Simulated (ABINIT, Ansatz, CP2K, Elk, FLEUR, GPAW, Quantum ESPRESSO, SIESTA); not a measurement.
One structure in several programs: NaTlO (P6_3mc, 6 atoms in the cell)

Self-consistent single point, at a second geometry (lattice scaled by 0.98). First geometry:

```yaml
crystal:
  lattice:
    - [3.48439, 0.00000, 0.00000]
    - [-1.74219, 3.01757, 0.00000]
    - [0.00000, 0.00000, 11.39459]
  atoms:
    - { symbol: Na, position: [0.66667, 0.33333, 0.89389] }
    - { symbol: Na, position: [0.33333, 0.66667, 0.39389] }
    - { symbol: Tl, position: [0.33333, 0.66667, 0.11572] }
    - { symbol: Tl, position: [0.66667, 0.33333, 0.61572] }
    - { symbol: O, position: [0.00000, 0.00000, 0.99040] }
    - { symbol: O, position: [0.00000, 0.00000, 0.49040] }
```

Shared settings, as Ansatz (a program for electronic structure) writes them: kpoints.mp_grid.grid = 7 7 2; scf.occupations.method = fixed. Potentials and cutoffs stand in the table.

| code | model | ΔF from the first geometry (meV/atom) | pressure (GPa) | largest force (eV/Å) | gap on the mesh (eV) | cutoff |
|---|---|---|---|---|---|---|
| Elk | PBEsol, all-electron FP-LAPW, Elk's shipped species files, default APW+lo basis | 10.1 | – | – | 0.951 | default |
| SIESTA | GGA PBEsol, numerical atomic orbitals DZP, PseudoDojo PBEsol standard norm-conserving potentials (rewritten from UPF to PSML) | 9.4 | 3.19 | 0.449 | 0.876 | grid 300 Ry |
| ABINIT | PBEsol, norm-conserving pseudopotentials (PseudoDojo nc-sr-04 PBEsol standard) | 9.6 | 3.05 | 0.373 | 0.936 | 44 Ha |
| CP2K | PBEsol, GPW, DZVP-MOLOPT-SR-GTH basis, GTH-PBE potentials (GTH_POTENTIALS) | 15.4 | 3.79 | – | 0.856 | grid 950 Ry |
| FLEUR | PBEsol, all-electron FLAPW (FLEUR), scalar-relativistic valence | 9.4 | – | 0.363 | 0.973 | Kmax 4.3 1/bohr |
| Ansatz | PBEsol, PAW files made with PBE | 8.3 | 2.73 | 0.344 | 0.951 | default |
| Quantum ESPRESSO | PBEsol, GBRV 1.5 ultrasoft (PBESOL) pseudopotentials | 10.3 | 2.35 | 0.364 | 0.956 | 40 Ry |
| GPAW | PBEsol, GPAW PAW datasets PBEsol (made by gpaw-setup) | 7.9 | – | 0.338 | 0.924 | 950 eV |

For Quantum ESPRESSO (by 0.8 GPa) the energy change implies a higher mean pressure, against the two pressures, than for the other programs: a sign of finite-basis (Pulay) stress.

Size of the force on each atom (eV/Å): Sizes of forces hide their directions.

```
code                Na1    Na2    Tl3    Tl4     O5     O6
----------------  -----  -----  -----  -----  -----  -----
SIESTA            0.237  0.237  0.449  0.449  0.220  0.220
ABINIT            0.273  0.273  0.373  0.373  0.100  0.100
FLEUR             0.276  0.276  0.363  0.363  0.081  0.081
Ansatz            0.272  0.272  0.344  0.344  0.071  0.071
Quantum ESPRESSO  0.328  0.328  0.364  0.364  0.037  0.037
GPAW              0.338  0.338  0.309  0.309  0.032  0.032
```

A dash marks a value that a program does not give, or that is left out as unsure.

Gaps are read on the mesh.

On Ansatz's run: spin-orbit coupling is off.

The spread over the programs that give each value: ΔF from the first geometry within 7.5 meV/atom; pressure within 1.44 GPa; largest force within 0.111 eV/Å; gap on the mesh within 0.117 eV.

SIESTA and CP2K use small atom-centred bases, whose incompleteness enters pressures, forces and empty levels differently from a plane-wave cutoff. Elk and FLEUR treat all electrons, but the usual bases taken here (sphere radii, linearisation, local orbitals, empty states) were not tested for convergence, so the values are no reference for the others. Ansatz's pressure is given at a fixed set of plane waves, as the other plane-wave codes print theirs; with its correction for the finite basis it is 2.87 GPa. The pressure of GPAW is left out: its cutoff lies under the one at which its stress was checked. In the pressure, CP2K (by 1.06) lies more than 1 GPa from the median of the plane-wave programs. In the force vectors, SIESTA (by 0.166) and GPAW (by 0.086) lie more than 0.08 eV/Å from the median of the plane-wave programs.

The starting cell comes from a database of computed structures (which also holds hypothetical and non-ambient phases and stackings), without a prior relaxation at this level. For this run, on top of that: lattice scaled by 0.98.

Keys are those of Ansatz 0.2.
